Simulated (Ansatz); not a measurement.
The starting structures come from a database of crystals and need not be the phases stable at ambient conditions.

 Where the default PAW files enter, the runs use the earlier of Ansatz's two default sets.

```yaml
crystal:
  lattice:
    - [5.51621, 0.00000, 0.00000]
    - [2.75811, 5.11773, 0.00000]
    - [2.75811, 1.48643, 4.54004]
  atoms:
    - { symbol: In, position: [0.64288, 0.07136, 0.64288] }
    - { symbol: In, position: [0.35712, 0.92864, 0.35712] }
    - { symbol: In, position: [0.85712, 0.42864, 0.85712] }
    - { symbol: In, position: [0.14288, 0.57136, 0.14288] }
    - { symbol: O, position: [0.45350, 0.75000, 0.04650] }
    - { symbol: O, position: [0.54650, 0.25000, 0.95350] }
    - { symbol: O, position: [0.75000, 0.75000, 0.45350] }
    - { symbol: O, position: [0.25000, 0.25000, 0.54649] }
    - { symbol: O, position: [0.04650, 0.75000, 0.75000] }
    - { symbol: O, position: [0.95351, 0.25000, 0.25000] }
```

Space group of this cell: R-3c, corundum. The cell is taken as given; by r2SCAN its mean pressure is -0.8 GPa.

Computed with r2SCAN (plane waves, PAW; Ansatz, an electronic-structure program).

The current runs along the normal of the first two printed vectors; no spin-orbit coupling. Scaled by the factor s: both lengths across the current (ions clamped). Meshes 8×8×8 and 6×6 across the current in all rows.

| s | mean pressure (GPa) | slowest mid-gap decay constant κ (1/Å) |
|---|---|---|
| 0.98 | 6.9 | ? |
| 1.00 | -0.8 | 0.168 |
| 1.02 | -7.1 | 0.146 |

Q: Take the slope of the slowest mid-gap decay constant κ against ln s from the two given rows, extrapolate to s = 0.98, and say what the run there gives.

A: Slope = (0.146 − 0.168) / ln 1.02 = -1.11 1/Å. The line gives 0.168 + (-1.11) × ln 0.98 = 0.190 1/Å. The run gives 0.190 1/Å, as the line does.
